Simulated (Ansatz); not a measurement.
The parent structure is BP in the zinc blende structure (space group F-43m, No. 216).

```yaml
crystal:
  lattice:
    - [0.00000, 2.26010, 2.26010]
    - [2.26010, 0.00000, 2.26010]
    - [2.26010, 2.26010, 0.00000]
  atoms:
    - { symbol: B, position: [0.00000, 0.00000, 0.00000] }
    - { symbol: P, position: [0.25000, 0.25000, 0.25000] }
```

Cartesian axes are those of the cell as printed.

The values are results of PBEsol (Ansatz, a quantum-chemistry and plane-wave program; PAW; 420 eV plane waves; spin-orbit coupling left out), not measurements.

Before the change:

```
Quantity            Value
---------------  --------
Band gap          1.11 eV
Volume per atom  11.54 Å³
```

It is then changed as follows: biaxial strain +1.50 %, plane normal [001], relaxed out of plane (Cartesian); in-plane vectors clamped, the third vector and the atoms free.

Problem. Predict the new band gap.

Solution. The band gap decreases by 0.28 eV, from 1.11 eV to 0.83 eV.

Problem. What does the calculation give for the in-plane stress after the change?

Solution. The mean in-plane stress (compression positive) amounts to -5.5 GPa.

Problem. What happens to the volume per atom?

Solution. The volume per atom increases by 0.27 Å³, from 11.54 Å³ to 11.81 Å³.

Problem. What happens to the energy relative to the base?

Solution. The energy rises by 6.1 meV/atom.

Semilocal Kohn–Sham gaps tend to fall short of experiment. Whether these cells are dynamically stable was not tested.
